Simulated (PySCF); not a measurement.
PySCF 2.14.0, unrestricted WB97X/def2-svp, df: O=S1(=O)C[CH]CC1, charge 0, multiplicity 2, 14 atoms. The geometry is a generated start, not checked to be a minimum at this level.

| Property | Value |
|---|---|
| task | energy |
| method | wb97x |
| basis | def2-svp |
| two-electron scheme | density fitting |
| mol.max_memory | 3000 MB |
| mf.max_cycle | 100 |
| mf.conv_tol | 1e-09 (default) |
| mf.grids.level | 3 (default) |
| basis functions | 137 |
| grid points | 172176 |

```xyz
14

O      0.1589     2.1533     1.1839
S      0.1128     1.3775    -0.0271
O      0.0989     2.0972    -1.2718
C      1.4711     0.0474    -0.0273
C      0.6933    -1.1110    -0.3747
C     -0.6277    -1.1399     0.3140
C     -1.3050     0.2014     0.0207
H      2.2651     0.3188    -0.7114
H      1.8007     0.0938     1.0093
H      0.8195    -1.6061    -1.3216
H     -0.4813    -1.2213     1.3963
H     -1.2446    -1.9763    -0.0168
H     -1.7655     0.2320    -0.9619
H     -1.9961     0.5331     0.7884
```

Charge 0 and multiplicity 2 are set for this test and not shown to be the ground state.

With the defaults (mf.diis = true, mf.damp = 0, mf.diis_start_cycle = 1, mf.diis_space = 8, mf.init_guess = minao, mf.DIIS = CDIIS, mf.level_shift = 0) it converges in 15 Fock builds. One run each on 2 threads, 1 BLAS thread, with these changes:
- mf.level_shift = 0.1 Hartree
- mf.init_guess = huckel
- mf.damp = 0.3, mf.diis_start_cycle = 4
- mf.damp = 0.7, mf.diis_start_cycle = 8
- mf.diis = false, mf.damp = 0.7, mf.diis_start_cycle = 999
- mf.diis_space = 3
- mf.init_guess = sap
- mf.diis = false
- mf.DIIS = EDIIS

Problem. Which runs fail or end elsewhere than the default run?

Solution. No convergence: mf.diis = false (the run ends without SCF convergence in 100 cycles). The rest reach the solution of the defaults.

```
setting                                                    Fock builds             end
---------------------------------------------------------  -----------  --------------
the defaults                                                        15   same solution
mf.damp = 0.3, mf.diis_start_cycle = 4                              16   same solution
mf.level_shift = 0.1 Hartree                                        16   same solution
mf.init_guess = huckel                                              18   same solution
mf.diis_space = 3                                                   19   same solution
mf.damp = 0.7, mf.diis_start_cycle = 8                              19   same solution
mf.init_guess = sap                                                 20   same solution
mf.diis = false, mf.damp = 0.7, mf.diis_start_cycle = 999           50   same solution
mf.DIIS = EDIIS                                                     74   same solution
mf.diis = false                                                    101  no convergence
```
